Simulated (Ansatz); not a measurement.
Response to strain in hypothetical cubic perovskite RbSrBr3

Start from RbSrBr3 in the cubic perovskite structure (space group Pm-3m, No. 221; a = 5.999 Å; a hypothetical phase, not in the database extracts checked). Axes: x, y, z lie along the cube axes.

Strains are applied to the cell and any free atomic positions relax; under biaxial strain the out-of-plane vector relaxes too.

The values are results of DFT with PBE, PAW potentials and a 420 eV plane-wave cutoff in Ansatz (a program for electronic structure), no spin-orbit coupling, not measurements.

```tsv
variant	gap character	smallest direct gap	band gap
base	–	4.12 eV	3.88 eV
biaxial strain −1.51 %, plane normal [001], relaxed out of plane	indirect, A → Γ	4.15 eV	3.90 eV
biaxial strain +4.40 %, plane normal [001], relaxed out of plane	indirect, A → Γ	3.97 eV	3.74 eV
biaxial strain +3.86 %, plane normal [111], relaxed out of plane	indirect, T → Γ	3.93 eV	3.76 eV
uniaxial strain ε_xx = −4.42 %	indirect, A → Γ	4.15 eV	3.93 eV
uniaxial strain ε_xx = +0.33 %	indirect, A → Γ	4.11 eV	3.87 eV
uniaxial strain ε_yy = −0.41 %	indirect, A → Γ	4.12 eV	3.88 eV
uniaxial strain ε_yy = +1.18 %	indirect, A → Γ	(withheld)	(withheld)
uniaxial strain ε_yy = +1.92 %	indirect, A → Γ	4.08 eV	3.83 eV
```

Question: What belongs in the blanks?

Answer: 
- uniaxial strain ε_yy = +1.18 %, smallest direct gap: 4.10 eV
- uniaxial strain ε_yy = +1.18 %, band gap: 3.85 eV

No phonon test of stability was made. Many cubic perovskites are stable only at high temperature; tilts and polar distortions were not tested. Labels are those of the standard path for the cell's own space group.
